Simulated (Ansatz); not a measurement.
Start from ZrN in the rock salt structure (space group Fm-3m, No. 225; a = 4.5528 Å).

It is then changed as follows: Y takes the place of Zr on all its sites; the structure is relaxed again.

Levels (all Ansatz, a program for electronic structure, PAW, earlier PAW set): PBEsol (420 eV, without spin-orbit coupling); HSE06+SOC (420 eV, spin-orbit coupling included).

The geometry is relaxed with PBEsol.

```
Item                                       Result
----------------------------  -------------------
PBEsol valence-band top at Γ  0.00, 0.00, 0.00 eV
PBEsol band gap                           0.07 eV
```

Predict the valence-band top at Γ and band gap from HSE06+SOC.

The valence-band top at Γ (three highest Kramers pairs, from the VBM) goes from 0.00, 0.00, 0.00 eV to 0.00, 0.00, -0.07 eV; the band gap goes up by 0.952 eV (0.07 eV → 1.03 eV). The threefold valence maximum splits by Δso ≈ 0.07 eV.

Single points use the geometry relaxed with PBEsol. HSE06 was sampled on its mesh, a few special points and the semilocal edge points, so its gap is an upper bound. The spin-orbit shifts are approximate. No phonon test of stability was made. The runs without spin-orbit coupling are not spin-polarised. An odd electron count without spin: ZrN. The zero or small gap of YN can change with the level of theory.
